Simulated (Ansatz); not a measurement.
Start from BAs in the zinc blende structure (space group F-43m, No. 216).

```
BAs
1.0
    0.00000     2.40463     2.40463
    2.40463     0.00000     2.40463
    2.40463     2.40463     0.00000
B As
1 1
Direct
  0.00000   0.00000   0.00000
  0.25000   0.25000   0.25000
```

Level of theory: Ansatz (a quantum-chemistry and plane-wave program), PBE, PAW, cutoff 420 eV, without spin-orbit coupling.

One change was made to it. Results:

| quantity | base | after |
|---|---|---|
| band gap | 1.21 eV | 1.07 eV |
| hole mass (degenerate bands, along [100]) | 0.21, 0.24, 0.24 mₑ (at Γ) | 0.22, 0.22, 0.27 mₑ (at Γ) |
| lattice parameter a | 480.9 pm | 460.4 pm |

Question: Which change produced these results?
A. pressure 9 GPa
B. pressure 4.5 GPa
C. pressure 2.1 GPa
D. pressure 22.5 GPa

Answer: D, pressure 22.5 GPa. For comparison, the band gap in the other runs: pressure 2.1 GPa gives 1.19 eV; pressure 9 GPa gives 1.15 eV; pressure 4.5 GPa gives 1.18 eV.

Load acts through the strain it causes; cell and atoms are relaxed under it. Effective masses come from finite differences of ±0.01 Å⁻¹. No phonon test of stability was made. No other phases were tried under pressure.
